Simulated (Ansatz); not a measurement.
**ZnCu under a change: biaxial strain −1.25 %, plane normal [111], relaxed out of plane**

Take ZnCu in the CsCl type structure (space group Pm-3m, No. 221; a = 2.908 Å; relaxed with 0.1 eV smearing) as the base. Axes: x, y, z lie along the cube axes.

The change: compressive biaxial strain of 1.25 % in the plane normal to [111], as in epitaxy on a mismatched substrate; the out-of-plane cell vector and the atoms relax.

All numbers come from PBEsol (Ansatz, a program for electronic structure), no spin-orbit coupling. k-mesh 20×20×20 (Γ-centred); smearing 0.1 eV (Fermi–Dirac).

The volume per atom drops by 0.22 Å³ (12.30 Å³ → 12.08 Å³) and the energy grows by 3.7 meV/atom. The band gap remains zero and the out-of-plane strain is +0.72 %. The ratio −ε⊥/ε∥ comes out as 0.58 and the mean in-plane stress (compression positive) is +4.0 GPa.

Final structure (turned so that z lies along the plane normal):

```yaml
crystal:
  lattice:
    - [4.06180, 0.00000, 0.00000]
    - [2.03090, 3.51763, 0.00000]
    - [2.03090, -1.17254, 1.69132]
  atoms:
    - { symbol: Zn, position: [0.00000, 0.50000, 0.50000] }
    - { symbol: Cu, position: [0.00000, 0.00000, 0.00000] }
```

No phonon test of stability was made. The final runs are not spin-polarised.
